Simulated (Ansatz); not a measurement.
Take Al$_{2}$O$_{3}$ in the corundum structure (space group R-3c, No. 167; a = 4.809 Å, c = 13.124 Å (hexagonal axes)) as the base.

Calculations: Ansatz (a quantum-chemistry and plane-wave program), PBE, PAW, cutoff 420 eV, no spin-orbit coupling.

One change was made to it. Results:

The shortest interatomic distance decreases by 0.065 Å (1.874 Å → 1.809 Å); the valence-band top at Γ (three highest levels, from the VBM) becomes 0.00, -0.11, -0.11 eV (base: 0.00, -0.03, -0.03 eV); the density goes up by 0.43 g/cm³ (3.87 g/cm³ → 4.30 g/cm³); the band gap increases by 1.30 eV, from 5.85 eV to 7.15 eV.

Problem. What was done to the base?
A. pressure 4.5 GPa
B. pressure 30 GPa
C. pressure −2 GPa

Solution. B, pressure 30 GPa. For comparison, the band gap in the other runs: pressure 4.5 GPa gives 6.08 eV; pressure −2 GPa gives 5.74 eV.

Load acts through the strain it causes; cell and atoms are relaxed under it. No phonon test of stability was made. No other phases were tried under pressure.
